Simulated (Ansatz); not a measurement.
Input:

```
CELL_PARAMETERS angstrom
      3.96963     0.00000     0.00000
      0.00000     3.96963     0.00000
      0.00000     0.00000     3.97012
ATOMIC_POSITIONS crystal
  In 0.00000 0.00000 0.00000
  Pd 0.50000 0.50000 0.00000
  Pd 0.50000 0.00000 0.50000
  Pd 0.00000 0.50000 0.50000
```

Level of theory: PBEsol, DFPT electron-phonon coupling, linearised Boltzmann equation (plane waves, PAW, scalar-relativistic; Ansatz, an electronic-structure program). Cell: relaxed with this functional, without spin-orbit coupling.

### Question
What phonon-limited resistivity does this give at 300 K?

### Answer
10.9 μΩ·cm.

### Question
And the electrons' mean free path at that temperature?

### Answer
11.5 nm, weighted by the current that each state carries. Wires not much wider than this gain resistivity from their walls.

A metal at this level (no band gap). Only scattering by harmonic phonons is included (no impurities, grain boundaries, electron-electron scattering or thermal expansion). Spin-orbit coupling is left out. The run warned that the eigensolver left some states short of its tolerance. Halving the electron mesh (20x20x20) moves the resistivity by up to 3 % at 300 K, the mean free path by up to 5 %. Smearing 0.20 eV; phonons on a 4x4x4 q mesh, which this run doesn't test.

Computed structure with no diffraction record at hand here (it may be known, metastable or hypothetical): Pd3In (Pm-3m).
